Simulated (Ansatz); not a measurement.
The starting structures come from a database of crystals and need not be the phases stable at ambient conditions.

Inside the gap of an insulator the Bloch states are evanescent, with a wavenumber k + iκ along the transport direction.

```
CELL_PARAMETERS angstrom
      4.93698     0.00000     0.00000
      0.00000    13.66686     0.00000
      2.46849     4.55562     1.42518
ATOMIC_POSITIONS crystal
  Zn 0.00000 0.50000 0.00000
  Pd 0.00000 0.00000 0.00000
  F  0.36697 0.75908 0.96892
  F  0.63303 0.24092 0.03108
  F  0.29714 0.39211 0.06983
  F  0.70286 0.60789 0.93017
  F  0.33589 0.09497 0.96124
  F  0.66411 0.90503 0.03876
```

Space group of this cell: R-3. The cell is taken as given.

Transport runs along the normal of the first two printed cell vectors, the (100) plane of the conventional cell.

The gap is the functional's own, uncorrected, and κ follows it; spin-orbit coupling is left out. Mid-gap values are interpolated between the computed energies.

### Question
State the band gap and the smallest decay constant κ at mid-gap according to r2SCAN run with Ansatz (a program for electronic structure).

### Answer
Gap 2.15 eV on a 20×20×20 mesh; κ = 0.471 1/Å, at (0.167, 0.250) of the in-plane reciprocal vectors. At the zone centre, at the nearest computed energy, the slowest state has κ = 0.50 1/Å.
